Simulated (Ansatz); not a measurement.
# Si, element substitutions

Consider Si (space group Ia-3, No. 206; a = 6.601 Å).

Each row replaces one element on all its sites; cell and atoms are relaxed.

Method: PBEsol (Ansatz, a quantum-chemistry and plane-wave program), no spin-orbit coupling, earlier PAW set.

Problem. Only one of these changes the space group of the base. Which?
A. Si → Ru
B. Si → V
C. Si → P

Solution. B, Si → V. Computed: Si → V: Ia-3d (No. 230); Si → P: Ia-3 (No. 206); Si → Ru: Ia-3 (No. 206)

Stability against distortions was not tested. As relaxed here, V, P and Ru are hypothetical phases, not in the database extracts checked. Seeded moments were not kept for Si → V. All final runs are without spin polarisation. This is not the structure that Si has at room temperature and ambient pressure.
